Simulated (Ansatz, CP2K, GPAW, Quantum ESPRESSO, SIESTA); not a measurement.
## One structure in several programs: TiTe (P1, 4 atoms in the cell)

Self-consistent single point, at a second geometry (atoms moved at random). First geometry:

```xyz
4
Lattice="3.5913 0.0000 0.0000 -1.7956 3.1101 0.0000 0.0000 0.0000 7.1436" Properties=species:S:1:pos:R:3 pbc="T T T"
Ti     0.0000     0.0000     3.5718
Ti     0.0000     0.0000     0.0000
Te     1.7956     1.0367     1.7859
Te     0.0000     2.0734     5.3577
```

Second geometry:
```
CELL_PARAMETERS angstrom
      3.59125     0.00000     0.00000
     -1.79563     3.11011     0.00000
      0.00000     0.00000     7.14360
ATOMIC_POSITIONS crystal
  Ti 0.99330 0.99662 0.50173
  Ti 0.99482 0.99755 0.99499
  Te 0.68859 0.34585 0.25401
  Te 0.32329 0.65997 0.74926
```

Shared settings, as Ansatz (an electronic-structure program) writes them: kpoints.mp_grid.grid = 7 7 3; scf.occupations.method = fermi_dirac; scf.occupations.width = 0.1 eV. Potentials and cutoffs stand in the table.

```tsv
code	model	ΔF from the first geometry (meV/atom)	pressure (GPa)	largest force (eV/Å)	cutoff
GPAW	PBEsol, GPAW PAW datasets PBEsol (made by gpaw-setup)	10.6	2.46	0.714	850 eV
Quantum ESPRESSO	PBEsol, GBRV 1.5 ultrasoft (PBESOL) pseudopotentials	10.8	3.36	0.723	50 Ry
SIESTA	GGA PBEsol, numerical atomic orbitals DZP, PseudoDojo PBEsol standard norm-conserving potentials (rewritten from UPF to PSML)	11.5	2.94	0.750	grid 400 Ry
Ansatz	PBEsol, PAW files made with PBE	10.7	2.69	0.717	default
CP2K	PBEsol, GPW, DZVP-MOLOPT-SR-GTH basis, GTH-PBE potentials (GTH_POTENTIALS)	11.3	5.94	0.756	grid 600 Ry
```

Size of the force on each atom (eV/Å): Sizes of forces hide their directions.

```tsv
code	Ti1	Ti2	Te3	Te4
GPAW	0.276	0.448	0.714	0.190
Quantum ESPRESSO	0.282	0.458	0.723	0.195
SIESTA	0.294	0.507	0.750	0.185
Ansatz	0.277	0.450	0.717	0.190
CP2K	0.290	0.478	0.756	0.202
```

On Ansatz's run: spin-orbit coupling is off. Spin polarisation is off, so a magnetic state, if there is one, cannot be reached.

The spread over the programs that give each value: ΔF from the first geometry within 0.9 meV/atom; pressure within 3.48 GPa; largest force within 0.042 eV/Å.

SIESTA and CP2K use small atom-centred bases, whose incompleteness enters pressures, forces and empty levels differently from a plane-wave cutoff. Ansatz's pressure is given at a fixed set of plane waves, as the other plane-wave codes print theirs; with its correction for the finite basis it is 2.74 GPa. In the pressure, CP2K (by 3.25) lies more than 1 GPa from the median of the plane-wave programs.

The starting cell comes from a database of computed structures (which also holds hypothetical and non-ambient phases and stackings), without a prior relaxation at this level. Its lattice was rescaled by a random factor within 2.5 % of one. For this run, on top of that: atoms moved at random.

Keys are those of Ansatz 0.2.
